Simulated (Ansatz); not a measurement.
Input:

```
SiC
1.0
    2.98964     0.00000     0.00000
   -1.49482     2.64870     0.00000
    0.00000     0.00000    10.01200
Si C
4 4
Direct
  0.00150   0.00300   0.49997
  0.99850   0.99700   0.99997
  0.33118   0.66236   0.24993
  0.66882   0.33764   0.74993
  0.00003   0.00007   0.31316
  0.99997   0.99993   0.81316
  0.32957   0.65914   0.06257
  0.67043   0.34086   0.56257
```

No spin polarisation.

Method: LDA (Ansatz, a quantum-chemistry and plane-wave program; PAW; 420 eV plane waves; no spin-orbit coupling). k-mesh 12×12×4 (Γ-centred); smearing 0.05 eV (Fermi–Dirac).

Predict the valence-band top at Γ and band gap.

The valence-band top at Γ (three highest levels, from the VBM) comes out as 0.00, -0.22, -0.29 eV and the band gap is 1.95 eV.

The cells carry an imposed strain or load. Whether these cells are dynamically stable was not tested. The cell was made from SiC (space group P6_3mc, No. 186) by this change: uniaxial strain ε_xx = −2.25 %.
